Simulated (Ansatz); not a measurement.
The starting structures come from a database of crystals and need not be the phases stable at ambient conditions.

 Where the default PAW files enter, the runs use the earlier of Ansatz's two default sets.

Inside the gap of an insulator the Bloch states are evanescent, with a wavenumber k + iκ along the transport direction.

Consider the following.

```
CELL_PARAMETERS angstrom
      4.08475     0.00000     0.00000
     -2.04237     3.53750     0.00000
      0.00000     0.00000     6.70319
ATOMIC_POSITIONS crystal
  In 0.66667 0.33333 0.50020
  In 0.33333 0.66667 0.00020
  P  0.66667 0.33333 0.87480
  P  0.33333 0.66667 0.37480
```

Space group of this cell: P6_3mc, wurtzite. The cell is strained (all lengths scaled by 0.98); by r2SCAN its mean pressure is 4.9 GPa.

Transport runs along the normal of the first two printed cell vectors, the (001) plane of the conventional cell.

The gap is the functional's own, uncorrected, and κ follows it; spin-orbit coupling is left out. Mid-gap values are interpolated between the computed energies.

Problem. Predict the band gap and the smallest decay constant κ at mid-gap from r2SCAN (Ansatz, a first-principles code).

Solution. Gap 1.47 eV on a 12×12×6 mesh; κ = 0.091 1/Å, at the zone centre.
